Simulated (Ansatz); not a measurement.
```xyz
8
Lattice="6.4908 0.0202 0.0064 -1.6140 2.7955 0.0000 0.0053 0.0030 5.2747" Properties=species:S:1:pos:R:3 pbc="T T T"
In     1.6371     0.9452    -0.0002
Ga    -0.0229     1.8504     2.6326
N      1.6377     0.9455     3.1451
N     -0.1071     1.8018     0.7308
Ga     4.8715     0.9489     0.0211
Ga     3.2828     1.8953     2.6463
N      4.8683     0.9471     3.3349
N      3.3531     1.9359     0.7062
```

Relaxed-ion tensors in this frame from LDA in Ansatz (a program for electronic structure). Proper piezoelectric stress tensor e (C/m²):

```
-0.01   0.06  -0.01   0.01   0.37   0.27
 0.32  -0.29  -0.01   0.37   0.01  -0.03
 0.51   0.48  -0.93   0.00  -0.01   0.03
```

Stiffness C (GPa):

```
 316   131   104  -0.4   2.7   3.4
 131   313   100   2.3   0.5  -0.4
 104   100   356   1.0   1.8   3.5
-0.4   2.3   1.0  79.2   0.9   1.1
 2.7   0.5   1.8   0.9  80.2   0.0
 3.4  -0.4   3.5   1.1   0.0  93.7
```

The ordered cell is a computed model, not a synthesised structure. Spin-orbit coupling is not included.

Question: Obtain the piezoelectric strain tensor d.

Answer: d = e S with S = C⁻¹, in pC/N:

```
-0.2   0.3  -0.1   0.0   4.6   2.9
 1.7  -1.7  -0.1   4.7   0.0  -0.4
 2.1   1.9  -3.7   0.0  -0.1   0.4
```
Away from Γ the polar cell without biaxial strain shows no imaginary mode on a 2×2×2 mesh.
